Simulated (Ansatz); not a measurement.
Input and output of a self-consistent single point for Cl (Cmce, 4 atoms in the cell) (Ansatz, a program for electronic structure).

Method: PBE (plane waves, PAW; Ansatz).

```yaml
crystal:
  lattice:
    - [2.22858, -3.10409, 0.00000]
    - [2.22858, 3.10409, 0.00000]
    - [0.00000, 0.00000, 8.21787]
  atoms:
    - { symbol: Cl, position: [0.87700, 0.87700, 0.89700] }
    - { symbol: Cl, position: [0.62300, 0.62300, 0.39700] }
    - { symbol: Cl, position: [0.37700, 0.37700, 0.60300] }
    - { symbol: Cl, position: [0.12300, 0.12300, 0.10300] }
```

Reference input (self-consistent single point, DFT, PBE, plane waves, default PAW files): basis.ecutwfc = 420 eV; kpoints.mp_grid.grid = 7 7 4; hamiltonian.xc = pbe; hamiltonian.pseudopotentials = {kind: paw} (the program's default PAW files); scf.occupations.method = gaussian; scf.occupations.width = 0.05 eV. This run's input differs from it in these lines:

Ansatz 0.2 input:
```diff
@@ -11,3 +11,3 @@
 basis:
-  ecutwfc: 420.0
+  ecutwfc: 170.0
 kpoints:
```

Output, abridged:

```
SCF iter   1: F=—  HF=-4314.287880 eV  |F-HF|=—  |Δ(HF+E_count)|=         —  Δρ=2.19e-2  dr2=2.12e-1  ethr=1.77e-3  ⟨swp⟩=6.2  Hψ=4360  notcnv=0
all-band conjugate gradients solve this SCF's bands
preconditioner: auto → Resta (q_TF=auto, 2.160 Å⁻¹)
SCF iter   2: F=—  HF=-4314.255989 eV  |F-HF|=—  |Δ(HF+E_count)|=   3.19e-2  Δρ=1.10e-2  dr2=4.36e-2  ethr=7.56e-4  ⟨swp⟩=3.0  Hψ=1949  notcnv=0
SCF iter   3: F=—  HF=-4314.254484 eV  |F-HF|=—  |Δ(HF+E_count)|=   1.51e-3  Δρ=1.22e-3  dr2=5.32e-4  ethr=1.56e-4  ⟨swp⟩=2.9  Hψ=1713  notcnv=0
SCF iter   4: F=—  HF=-4314.254609 eV  |F-HF|=—  |Δ(HF+E_count)|=   1.25e-4  Δρ=1.11e-4  dr2=1.48e-5  ethr=1.90e-6  ⟨swp⟩=2.9  Hψ=1574  notcnv=0
SCF iter   5: F=—  HF=-4314.254471 eV  |F-HF|=—  |Δ(HF+E_count)|=   1.38e-4  Δρ=2.00e-5  dr2=4.58e-7  ethr=5.28e-8  ⟨swp⟩=2.0  Hψ=1344  notcnv=0
SCF iter   6: F=-4314.254471 eV  HF=-4314.254471 eV  |F-HF|=1.40e-8  |Δ(HF+E_count)|=   3.83e-7  Δρ=4.06e-6  dr2=2.36e-8  ethr=3.57e-10  ⟨swp⟩=5.3  Hψ=3928  notcnv=0
SCF 1 converged in 6 iterations: F = -4314.254471 eV  dr2 = 2.36e-8
Free energy (F): -4314.254471 eV
Internal energy: -4314.254471 eV  (E = F + TS)
E sigma→0 (E₀):  -4314.254471 eV
Fermi energy:    1.942274 eV
--- Forces (eV/Å), atoms counted from 1 ---
  atom   1  Cl    -0.12769377     0.00000000    -0.34457900
  atom   2  Cl     0.12769377    -0.00000000    -0.34457900
  atom   3  Cl    -0.12769377     0.00000000     0.34457900
  atom   4  Cl     0.12769377    -0.00000000     0.34457900
--- Stress (GPa, compression-positive) ---
        1.111750       0.000000      -0.000000
        0.000000       1.925115       0.000000
       -0.000000       0.000000       1.683415
  P = ⅓ Tr σ = 1.5734 GPa (15.734 kbar)
  The stress holds the Pulay correction. Without it, at fixed plane waves, as pw.x and ABINIT print it: P = -17.0721 GPa
```

The run converged in 6 iterations. Against the reference run the free energy goes up by 911 meV/atom, the pressure goes from 0.81 to 1.57 GPa, the largest force goes from 0.066 to 0.367 eV/Å and the gap on the mesh goes from 2.449 to 2.421 eV.

The starting cell has typed, rounded lattice constants, without a prior relaxation at this level. Its lattice was rescaled by a random factor within 2.5 % of one. Ansatz's pressure includes its estimate of the finite-basis (Pulay) stress. Without the estimate this run gives -17.07 GPa. The cutoff lies below the one recommended for these files.
